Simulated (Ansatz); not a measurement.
Data:

End structure of the (21-30) surface of hcp Mg in its 1x1 cell, outermost plane spacing 0.35 Å in the ideal cut:

```
CELL_PARAMETERS angstrom
      5.17909     0.00000     0.00000
      0.00000     8.46380     0.00000
      0.00000     0.00000    27.00000
ATOMIC_POSITIONS crystal
  Mg 0.25000 0.21765 0.30533
  Mg 0.75000 0.41911 0.31611
  Mg 0.25000 0.85885 0.34056
  Mg 0.75000 0.06540 0.34906
  Mg 0.25000 0.50476 0.37655
  Mg 0.75000 0.71314 0.38781
  Mg 0.25000 0.14611 0.41832
  Mg 0.75000 0.35578 0.42943
  Mg 0.25000 0.78652 0.45554
  Mg 0.75000 0.99681 0.46646
  Mg 0.25000 0.43095 0.49469
  Mg 0.75000 0.64047 0.50531
  Mg 0.25000 0.07461 0.53354
  Mg 0.75000 0.28491 0.54446
  Mg 0.25000 0.71564 0.57057
  Mg 0.75000 0.92532 0.58168
  Mg 0.25000 0.35829 0.61219
  Mg 0.75000 0.56666 0.62345
  Mg 0.25000 0.00602 0.65094
  Mg 0.75000 0.21258 0.65944
  Mg 0.25000 0.65231 0.68389
  Mg 0.75000 0.85378 0.69467
```

Set-up: 22 atoms, 10.8 Å thick at the start; mesh 7x5x1; 0.1 eV smearing; dipole correction on; single point; on the structure that PBE left under its start's symmetry; no spin, no spin-orbit, no U.

Question: What work function of the top face does r2SCAN, at the PBE geometry run with Ansatz (a quantum-chemistry and plane-wave program) give?

Answer: 3.51 eV

Question: Give the surface energy (mean of both faces) at the level r2SCAN, at the PBE geometry.

Answer: 0.78 J/m²
